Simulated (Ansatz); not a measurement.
**A self-consistent single point of Sb (R-3m, 2 atoms in the cell) with Ansatz (a program for electronic structure)**

Computed with PBE (plane waves, PAW; Ansatz).

Input as run:

Ansatz 0.2 input:
```yaml
# Sb
crystal:
  lattice:
    - [2.15986600, 1.24699900, 3.79962400]
    - [-2.15986600, 1.24699900, 3.79962400]
    - [0.00000000, -2.49399900, 3.79962400]
  atoms:
    - { symbol: Sb, position: [0.26826000, 0.26826000, 0.26826000] }
    - { symbol: Sb, position: [0.73174000, 0.73174000, 0.73174000] }
basis:
  ecutwfc: 420.0
kpoints:
  mp_grid:
    grid: [6, 6, 6]
hamiltonian:
  xc: pbe
  pseudopotentials:
    kind: paw
scf:
  occupations:
    method: fermi_dirac
    width: 0.1
output:
  forces: true
  eigenvalues: true
  stress: true
```

Output, abridged:

```
WARN ansatz: RAYON_NUM_THREADS=1 ignored (pool sized by the plan → 1); use --threads N
Pseudopotentials: kind: paw
Pseudopotential: Sb, paw, valence charge 15
Crystal: 2 atoms, lattice volume = 61.402 Å³
Basis set: ecut = 420 eV, 1219 PW (Γ), exchange–correlation on 64×64×64 points (8 copies of the dense FFT grid, shifted against one another)
Bands: 19, of which v1, the nominal top of the filled ones, is band 15 counted from 1 (14 counted from 0)
Symmetry: 12 space group operations
Space group: R-3m (ITA 166), of the structure as read, at distance tolerance 3.9e-5 Å
k-points: 32 of 216
Initial density: superposition of atomic densities (neutral atoms: chi_scale 0, normalization atom), corrected by the library's trained network
Initial wavefunctions: pseudopotential atomic-orbital guess
Eigensolver: davidson
Functional: x = pbe(κ = 0.804, μ = 0.2195149727645171), c = pbe(β = 0.06672455060314922)
SCF iter   1: F=—  HF=-12968.986226 eV  |F-HF|=—  |Δ(HF+E_count)|=         —  Δρ=1.24e-3  dr2=7.52e-4  ethr=1.77e-3  ⟨swp⟩=5.9  Hψ=3063  notcnv=0
all-band conjugate gradients solve this SCF's bands
preconditioner: auto → Kerker (q_TF=auto, 2.421 Å⁻¹)
SCF iter   2: F=—  HF=-12968.984951 eV  |F-HF|=—  |Δ(HF+E_count)|=   1.28e-3  Δρ=7.72e-4  dr2=2.79e-4  ethr=2.51e-6  ⟨swp⟩=2.3  Hψ=1362  notcnv=0
SCF iter   3: F=—  HF=-12968.985083 eV  |F-HF|=—  |Δ(HF+E_count)|=   1.32e-4  Δρ=3.04e-4  dr2=5.99e-5  ethr=9.32e-7  ⟨swp⟩=3.0  Hψ=1120  notcnv=0
SCF iter   4: F=—  HF=-12968.985104 eV  |F-HF|=—  |Δ(HF+E_count)|=   2.14e-5  Δρ=1.10e-4  dr2=9.42e-6  ethr=2.00e-7  ⟨swp⟩=2.0  Hψ=767  notcnv=0
SCF iter   5: F=—  HF=-12968.985105 eV  |F-HF|=—  |Δ(HF+E_count)|=   9.58e-7  Δρ=2.96e-5  dr2=1.22e-6  ethr=3.14e-8  ⟨swp⟩=3.0  Hψ=1099  notcnv=0
SCF iter   6: F=—  HF=-12968.985106 eV  |F-HF|=—  |Δ(HF+E_count)|=   4.91e-7  Δρ=1.55e-5  dr2=1.47e-7  ethr=4.07e-9  ⟨swp⟩=2.0  Hψ=787  notcnv=0
SCF iter   7: F=-12968.985106 eV  HF=-12968.985106 eV  |F-HF|=9.68e-10  |Δ(HF+E_count)|=   2.54e-8  Δρ=4.40e-6  dr2=1.33e-8  ethr=3.33e-10  ⟨swp⟩=5.0  Hψ=2226  notcnv=0
SCF 1 converged in 7 iterations: F = -12968.985106 eV  dr2 = 1.33e-8
SCF converged after 7 iterations
Free energy (F): -12968.985106 eV
Harris-Foulkes:  -12968.985106 eV  (|F-HF|=9.68e-10)
Internal energy: -12968.976417 eV  (E = F + TS)
E sigma→0 (E₀):  -12968.980761 eV
Entropy (-TS):   -0.008689 eV (-4.344 meV/atom)
Fermi energy:    9.872320 eV
--- Per-component energies (eV) ---
  E_band       = -345.054893
  E_kinetic    = 413.935329
  E_local      = -3227.789049  (includes V_loc(G=0)·N_el)
  E_nonlocal   = 724.290324
  E_hartree    = 1462.743443
  E_xc         = -276.938332
  E_vxc        = -192.545449  (∫ρ·V_xc dr)
  E_paw        = -9150.467755  (= ΣΔE_a)
  E_vpaw       = -988.436348  (= ΣTr[D̂ρ^β])
  E_aug_tail   = -0.000003  (compensation charges beyond the density's cutoff)
  E_ewald      = -2914.750374
  E_smearing   = -0.008689  (= −TS)
  E_closure    = -0.000000  (closes the sum)
  Σ components = -12968.985106   (vs F -12968.985106, Δ=0.00e0)
--- Forces (eV/Å), atoms counted from 1 ---
  atom   1  Sb    -0.00000000     0.00000001    -0.20826080
  atom   2  Sb    -0.00000000    -0.00000001     0.20826080
  max |Σ_I F_I| component: 2.78e-17 eV/Å
--- Stress (GPa, compression-positive) ---
        2.458508       0.000000       0.000000
        0.000000       2.458508       0.000000
        0.000000       0.000000       2.179458
  P = ⅓ Tr σ = 2.3655 GPa (23.655 kbar)
  The stress holds the Pulay correction. Without it, at fixed plane waves, as pw.x and ABINIT print it: P = 2.3328 GPa
--- Band table (eV; the first three rows and the last of 32) ---
  k-point 0: bands = ["-19.5891", "-19.5891", "-19.5035", "-19.5035", "-19.4740", "-19.3904", "-19.3904", "-19.3838", "-19.3107", "-19.3107", "-2.7904", "4.9579", "7.8236", "8.0670", "8.0670", "11.7715", "12.4793", "12.4793", "15.0781"]
  k-point 1: bands = ["-19.5799", "-19.5741", "-19.4986", "-19.4945", "-19.4678", "-19.3975", "-19.3957", "-19.3899", "-19.3253", "-19.3207", "-2.4879", "3.8410", "7.8402", "7.9810", "8.4440", "11.5680", "11.8350", "11.9021", "14.4329"]
  k-point 2: bands = ["-19.5587", "-19.5342", "-19.4887", "-19.4711", "-19.4504", "-19.4197", "-19.4165", "-19.3984", "-19.3597", "-19.3439", "-1.6011", "1.8496", "7.8591", "7.8607", "8.9922", "10.5104", "10.6886", "10.9214", "15.5001"]
  k-point 31: bands = ["-19.5483", "-19.5483", "-19.4884", "-19.4884", "-19.4575", "-19.4007", "-19.4007", "-19.3985", "-19.3557", "-19.3557", "-1.3785", "1.0314", "8.4989", "8.4989", "9.3294", "10.0885", "10.0885", "11.0299", "16.7129"]
```

The run converged in 7 iterations.

The starting cell comes from a database of computed structures (which also holds hypothetical and non-ambient phases and stackings), without a prior relaxation at this level. Its lattice was rescaled by a random factor within 2.5 % of one. Spin-orbit coupling is off. Ansatz's pressure includes its estimate of the finite-basis (Pulay) stress.
